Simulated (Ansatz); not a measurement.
Input:

```
CELL_PARAMETERS angstrom
      4.05882     0.00000     0.00000
     -2.02941     3.51504     0.00000
      0.00000     0.00000     9.94038
ATOMIC_POSITIONS crystal
  As 0.00000 0.00000 0.74903
  As 0.33333 0.66667 0.41741
  As 0.66667 0.33333 0.08336
  Ga 0.00000 0.00000 0.99977
  Al 0.33333 0.66667 0.66715
  Ga 0.66667 0.33333 0.33327
```

No spin polarisation.

The values are results of Ansatz (an electronic-structure program), PBE, PAW, cutoff 420 eV, without spin-orbit coupling, not measurements. Settings: 9×9×4 k-points, 0.05 eV Fermi–Dirac smearing.

Predict the band gap.

0.53 eV.

Predict the gap character (in this cell's own zone, which can be folded).

Direct at Γ.

Predict the electron mass.

0.041 mₑ along c, 0.034 mₑ across (at Γ).

What valence-band top at Γ (three highest levels, from the VBM) does the calculation give?

0.00, 0.00, -0.03 eV.

These are small ordered cells, not random alloys; other orderings at the same x differ. Effective masses come from finite differences of ±0.01 Å⁻¹. No phonon test of stability was made. The cell was made from GaAs by this change: x(Al) = 0.333, 6 atoms, P3m1.
